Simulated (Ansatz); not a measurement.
The reference is Ba in the bcc (W type) structure (space group Im-3m, No. 229; a = 5.024 Å; relaxed with 0.1 eV smearing).

Level of theory: plane-wave PAW DFT at the PBE level (Ansatz, a first-principles code, 420 eV), spin-orbit coupling left out.

Strains are applied to the cell and any free atomic positions relax.

One change was made to it. Results:

The pressure goes from zero to -0.6 GPa; the energy goes up by 9.1 meV/atom; the band gap stays zero.

Problem. Name the change that was made.
A. isotropic strain +2.50 %
B. isotropic strain +2.00 %
C. isotropic strain −0.50 %

Solution. A, isotropic strain +2.50 %. For comparison, the energy relative to the base in the other runs: isotropic strain −0.50 % gives +0.4 meV/atom; isotropic strain +2.00 % gives +5.9 meV/atom.

Whether these cells are dynamically stable was not tested.
